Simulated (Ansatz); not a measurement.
**Effect of pressure −1 GPa on Cu**

Take Cu in the fcc (Cu type) structure (space group Fm-3m, No. 225; a = 3.564 Å) as the base.

The change: hydrostatic tension (pressure −1 GPa).

Calculations: PBEsol in Ansatz (plane waves to 420 eV, PAW, spin-orbit coupling left out). Γ-centred 22×22×22 mesh, Fermi–Dirac width 0.05 eV.

| quantity | base | changed | shift |
|---|---|---|---|
| volume per atom | 11.32 Å³ | 11.38 Å³ | +0.068 Å³ |
| density | 9.33 g/cm³ | 9.27 g/cm³ | -0.06 g/cm³ |
| lattice parameter a | 3.564 Å | 3.571 Å | +0.007 Å |
| enthalpy H = E + PV relative to the base's energy | – | -0.07 eV/atom | – |
| band gap | zero | zero | – |

Cost of the whole job for the changed cell (relaxation, final SCF and bands): around 12 core-seconds (rough).

Load acts through the strain it causes; cell and atoms are relaxed under it. No phonon test of stability was made. The final runs are not spin-polarised.

Ansatz is a program for electronic structure.
